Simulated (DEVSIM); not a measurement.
Device: Mo/SiO2/p-Si capacitor, at 350 K.

```
layer (left to right)  material  thickness (nm)  Na (cm⁻³)
---------------------  --------  --------------  ---------
1                          SiO2            7.30          -
2                            Si            1100     2.5e17
```

Metal gate on the left, work function 4.6 eV. Fixed charge at the semiconductor interface 8e11 cm⁻² (in units of +e); no interface traps.

This is a model device: material constants are rounded textbook-type values typed into the input, and sizes, dopings and lifetimes were drawn at random. Values at 300 K; Nc and Nv go as T^1.5, mobilities as T to minus their exponent, the gap by Varshni's rule with the affinity fixed.

```
parameter         SiO2        Si
----------------  ----  --------
gap (eV)             9     1.124
affinity (eV)      0.9      4.05
permittivity       3.9      11.7
Nc (cm⁻³)            -   2.86e19
Nv (cm⁻³)            -    3.1e19
Varshni α (eV/K)     -  0.000473
Varshni β (K)        -       636
```

Model (solved in DEVSIM): 1D Poisson equation in equilibrium, Boltzmann statistics, complete ionisation; no quantum confinement or tunnelling. Metal contacts follow the ideal Schottky-Mott rule: no Fermi-level pinning, no interface dipoles.

### Question
Tabulate band edges, carrier densities and field at 0.1 V on the gate.

### Answer
Energies count from the Fermi level of the right contact; mesh points crowd at the junctions.

```tsv
x (μm)	Ec (eV)	Ev (eV)	n (cm⁻³)	p (cm⁻³)	field (V/cm)
0.000	3.600	-5.400	< 1e2	< 1e2	140000
0.001003	3.614	-5.386	< 1e2	< 1e2	140000
0.002688	3.638	-5.362	< 1e2	< 1e2	140000
0.004847	3.668	-5.332	< 1e2	< 1e2	140000
0.006774	3.695	-5.305	< 1e2	< 1e2	140000
0.007661	0.559	-0.552	3.3e11	4.4e11	170000
0.009135	0.583	-0.528	1.5e11	9.8e11	160000
0.01361	0.652	-0.458	1.5e10	9.8e12	150000
0.02134	0.754	-0.357	5.1e8	2.8e14	120000
0.03605	0.883	-0.228	6900000	2.1e16	61000
0.06497	0.954	-0.157	660000	2.2e17	4700
0.1528	0.958	-0.152	570000	2.5e17	≈ 0
0.2946	0.958	-0.152	570000	2.5e17	≈ 0
0.5756	0.958	-0.152	570000	2.5e17	≈ 0
0.8947	0.958	-0.152	570000	2.5e17	≈ 0
0.9998	0.958	-0.152	570000	2.5e17	≈ 0
1.053	0.958	-0.152	570000	2.5e17	≈ 0
1.080	0.958	-0.152	570000	2.5e17	≈ 0
1.097	0.958	-0.152	570000	2.5e17	≈ 0
1.103	0.958	-0.152	570000	2.5e17	≈ 0
1.106	0.958	-0.152	570000	2.5e17	≈ 0
1.107	0.958	-0.152	570000	2.5e17	≈ 0
```
